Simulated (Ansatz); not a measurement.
AlB2-type HfB2

The numbers are results of RPBE (Ansatz, a quantum-chemistry and plane-wave program, PAW), not measurements.

Run with plane-wave cutoff 520 eV, 24×24×18 k mesh (along the axes of the cell as run), Fermi–Dirac smearing 0.086 eV (set by the program), scalar-relativistic PAW data made under PBE.

Cell (relaxed at this level):

```xyz
3
Lattice="3.1626 0.0000 0.0000 -1.5813 2.7389 0.0000 0.0000 0.0000 3.5080" Properties=species:S:1:pos:R:3 pbc="T T T"
Hf     0.0000     0.0000     0.0000
B      1.5813     0.9130     1.7540
B      0.0000     1.8259     1.7540
```

For AlB2-type HfB2, the elastic constant C11 comes out as 575 GPa and the elastic constant C12 is 62.5 GPa. The elastic constant C13 comes out as 114 GPa, the elastic constant C33 is 428 GPa and the elastic constant C44 is 248 GPa. The elastic constant C66 comes out as 256 GPa. The voigt–Reuss–Hill bulk modulus comes out as 239 GPa, the polycrystal shear modulus (Hill average) comes out as 233 GPa and the Young modulus comes out as 528 GPa. The Poisson ratio is 0.131.

Elastic constants are with the ions relaxed.

Spin–orbit coupling is not included.

The result took roughly 30 core-minutes.
